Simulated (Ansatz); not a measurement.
SnO₂ (P4_2/mnm), r2SCAN, rigid bands (Ansatz, a program for electronic structure): N_v = 4.75e19 cm⁻³ at 300 K and a hole conductivity mass of 1.47 mₑ along x (a = (4.77, 0.00, 0.00) Å; b = (0.00, 4.77, 0.00) Å; c = (0.00, 0.00, 3.21) Å).

For 1e16 holes per cm³ at 300 K, place the Fermi level, estimate the Seebeck coefficient of a parabolic band with constant τ, and give mobility and conductivity for τ = 5 fs.

The level lies k_BT ln(N_v/p) = 0.219 eV above the valence-band maximum. S ≈ +(k_B/e)[ln(N_v/p) + 5/2] = 945 μV/K, against 943 μV/K from the full bands (mean over directions). μ = eτ/m = 5.98 cm²/(V·s) and σ = peμ = 0.00958 S/cm. τ is assumed, not computed.

Band transport and this doping are assumed; polarons and phonon drag are left out. Spin-orbit coupling is left out; where it splits the top of the valence band, N_v and the p-type Seebeck coefficient come out somewhat high without it. Geometry: cell and atoms relaxed with PBEsol.
